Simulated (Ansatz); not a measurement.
**CdSe under a change: uniaxial strain ε_zz = +1.80 %**

Start from CdSe in the wurtzite structure (space group P6_3mc, No. 186; a = 4.383 Å, c = 7.154 Å). Axes: x lies along a and z along c of the hexagonal cell.

One thing is altered: the cell is stretched by 1.80 % along z with no lateral relaxation, atoms relaxed at fixed cell.

Calculations: Ansatz (a first-principles code) PBE, spin-orbit coupling left out. Settings: 9×9×5 k-points, 0.05 eV Fermi–Dirac smearing.

```csv
quantity,base,changed,shift
shortest interatomic distance,2.682 Å,2.695 Å,+0.013 Å
energy relative to the base (free energy F),0 meV/atom,+2.2 meV/atom,+2.2 meV/atom
"pressure (mean of the normal stresses, compression positive)",0.00 GPa,-0.77 GPa,-0.77 GPa
band gap,0.54 eV,0.48 eV,-0.068 eV
gap character,direct at Γ,direct at Γ,–
electron mass,–,0.054 mₑ (at Γ),–
"valence-band top at Γ (three highest levels, from the VBM)","0.00, 0.00, -0.04 eV","0.00, 0.00, -0.11 eV",–
largest internal atomic displacement,–,0.012 Å,–
"stress (xx, yy, zz, yz, xz, xy; compression positive)",–,"(-0.51, -0.51, -1.29, 0.00, 0.00, 0.00) GPa",–
```

Final structure:

```yaml
crystal:
  lattice:
    - [4.38279, 0.00000, 0.00000]
    - [-2.19140, 3.79561, 0.00000]
    - [0.00000, 0.00000, 7.28315]
  atoms:
    - { symbol: Cd, position: [0.33333, 0.66667, 0.00176] }
    - { symbol: Cd, position: [0.66667, 0.33333, 0.50176] }
    - { symbol: Se, position: [0.33333, 0.66667, 0.37424] }
    - { symbol: Se, position: [0.66667, 0.33333, 0.87424] }
```

Cost of the whole job for the changed cell (relaxation, final SCF and bands): roughly 80 core-seconds.

Masses are band curvatures over ±0.01 Å⁻¹ around the edge. Gaps are read on the SCF mesh and a high-symmetry path. Stability against distortions was not tested.
